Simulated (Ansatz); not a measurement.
The parent structure is BaTiO$_{3}$ (space group P4mm, No. 99).

```yaml
crystal:
  lattice:
    - [3.97275, 0.00000, 0.00000]
    - [0.00000, 3.97275, 0.00000]
    - [0.00000, 0.00000, 4.11229]
  atoms:
    - { symbol: Ti, position: [0.50000, 0.50000, 0.45228] }
    - { symbol: Ba, position: [0.00000, 0.00000, 0.93419] }
    - { symbol: O, position: [0.50000, 0.50000, 0.89527] }
    - { symbol: O, position: [0.50000, 0.00000, 0.41213] }
    - { symbol: O, position: [0.00000, 0.50000, 0.41213] }
```

The values are results of r2SCAN (Ansatz, a quantum-chemistry and plane-wave program; PAW; 500 eV plane waves; spin-orbit coupling left out), earlier PAW set, not measurements.

Before the change:

```
Property    Result
--------  --------
Band gap   2.23 eV
Pressure  0.00 GPa
```

Perturbation: an isotropic linear strain of −0.31 %; the atoms relax in the strained cell.

Task: Estimate the effect on the energy relative to the base, band gap and pressure.

Result: The energy increases by 0.5 meV/atom; the band gap rises by 0.014 eV to 2.25 eV; the pressure (mean of the normal stresses, compression positive) goes from zero to 1.38 GPa.

Stability against distortions was not tested. All final runs are without spin polarisation.
